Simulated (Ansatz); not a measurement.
**Thermal expansion of LiH in the rock salt structure**

Method: quasi-harmonic approximation, DFT at the PBE level (Ansatz, a quantum-chemistry and plane-wave program); phonon mesh 5×5×5, k mesh 15×15×15. 

```tsv
T (K)	α_L (10⁻⁶/K)	C_P (J/mol/K)	bulk modulus B_T (GPa)	γ
50	1.3	0.9	31.8	1.44
100	10.2	7.2	31.6	1.39
150	20.0	14.2	31.1	1.37
200	28.4	20.4	30.5	1.35
250	36.0	26.0	29.7	1.33
300	42.8	30.9	28.8	1.32
350	49.1	35.2	27.7	1.31
400	55.2	39.0	26.6	1.31
450	61.4	42.4	25.4	1.31
500	68.0	45.6	24.0	1.32
550	75.6	48.6	22.4	1.34
```

The conventional lattice constants at 300 K is a = 4.116 Å, the entropy at 300 K is 22.2 J/(mol K) and the adiabatic bulk modulus at 300 K comes out as 30.2 GPa. The bulk modulus without vibrations comes out as 36.3 GPa. The zero-point volume expansion is 6.56 %.

Computed at 300 K against measurement: Grüneisen parameter 1.32 computed, 1.28 measured (+3 %; Cormac Toher, Corey Oses, Jose J. Plata et al., Physical Review Materials (2017), arXiv:1611.05714). The source of the Grüneisen parameter states no temperature.  

No phase change or melting is allowed for: the numbers belong to this structure as given.
